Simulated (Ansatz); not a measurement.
Si vacancy (V_Si) in beta Si3N4 (start: the Si(1,4-fold) site; 84-site cell, 2×2×2 shifted sampling), charge −1. Method: PBE, PAW (plane waves to 420 eV; Ansatz, an electronic-structure program).

```yaml
total_energy_of_the_defect_cell: -40755.8606 eV
total_energy_of_the_perfect_cell: -41410.8991 eV
"μ(Si) in silicon, atoms added −1": -635.8098 eV
"Δμ(Si), N-rich": -2.474 eV
valence-band maximum on the cell's zero: 8.028 eV
image_correction_with_alignment: 0.520 eV
fermi_level_above_the_maximum: 1.60 eV
```

Problem. Work out the formation energy.

Solution. E_f = E(defect) − E(perfect) − Σ n μ + q (E_VBM + E_F) + E_corr = 655.039 − (638.284) + (-9.628) + (0.520) = 7.65 eV.
